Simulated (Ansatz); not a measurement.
Reference: Ta₂GaC (P6_3/mmc), PBEsol, DFPT electron-phonon coupling, linearised Boltzmann equation (plane waves, PAW, scalar-relativistic; Ansatz, a quantum-chemistry and plane-wave program); geometry: relaxed with this functional, without spin-orbit coupling.

```cif
data_C2Ga2Ta4
_chemical_formula_sum 'Ta4 Ga2 C2'
_space_group_name_H-M_alt 'P 1'
_space_group_IT_number 1
_cell_length_a 3.09322
_cell_length_b 3.09322
_cell_length_c 13.49859
_cell_angle_alpha 90.000
_cell_angle_beta 90.000
_cell_angle_gamma 120.000
loop_
_space_group_symop_operation_xyz
  'x, y, z'
loop_
_atom_site_label
_atom_site_type_symbol
_atom_site_fract_x
_atom_site_fract_y
_atom_site_fract_z
_atom_site_occupancy
Ta1 Ta 0.33333 0.66667 0.59059 1
Ta2 Ta 0.66667 0.33333 0.40941 1
Ta3 Ta 0.66667 0.33333 0.09059 1
Ta4 Ta 0.33333 0.66667 0.90941 1
Ga1 Ga 0.33333 0.66667 0.25000 1
Ga2 Ga 0.66667 0.33333 0.75000 1
C1 C 0.00000 0.00000 0.00000 1
C2 C 0.00000 0.00000 0.50000 1
```

The resistivity at 300 K comes out as 23 μΩ·cm, the electron-phonon coupling λ comes out as 0.39 and the logarithmic mean phonon energy is 19.6 meV.

Q: Swap Ta for Nb, keeping the structure type. How do these values move?

A: Nb2GaC (P6_3/mmc): volume per atom 14.0 to 14.2 Å³; resistivity at 300 K stays about the same (23 μΩ·cm to 24 μΩ·cm); electron-phonon coupling λ stays about the same (0.39 to 0.38); logarithmic mean phonon energy rises (19.6 meV to 23 meV).

Moves up to 10 % count as about the same. Metals; harmonic phonons alone scatter; means over directions. Halving the electron mesh moves these values by up to 7 %; q meshes are mostly untested. Spin-orbit coupling is left out.

Computed structure with no diffraction record at hand here (it may be known, metastable or hypothetical): Nb2GaC (P6_3/mmc), Ta2GaC (P6_3/mmc). The missing spin-orbit coupling matters most for Ta2GaC (P6_3/mmc).
